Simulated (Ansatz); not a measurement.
The parent structure is WS2 in the 2H-MoS2 type structure (space group P6_3/mmc, No. 194; a = 3.115 Å, c = 11.773 Å; layered, stacked along the Cartesian z axis).

All numbers come from PBEsol-D3(BJ) (Ansatz, an electronic-structure program), without spin-orbit coupling.

One change was made to it. Results:

```tsv
quantity	base	after
volume per atom	16.49 Å³	14.99 Å³
valence-band top at Γ (three highest levels, from the VBM)	0.00, -1.26, -1.60 eV	0.00, -0.92, -2.13 eV
band gap	0.65 eV	0.23 eV
smallest direct gap	1.92 eV	1.54 eV
```

Task: What was done to the base?
(A) pressure −1 GPa
(B) pressure 10 GPa
(C) pressure 1.5 GPa

Result: B, pressure 10 GPa. For comparison, the band gap in the other runs: pressure 1.5 GPa gives 0.57 eV; pressure −1 GPa gives 0.72 eV.

With W present, leaving out spin-orbit coupling can change the band edges. Load acts through the strain it causes; cell and atoms are relaxed under it. Stability against distortions was not tested. Competing high-pressure phases were not computed. A zero or small gap of WS2 under pressure 10 GPa can be the functional's error rather than a property of the material.
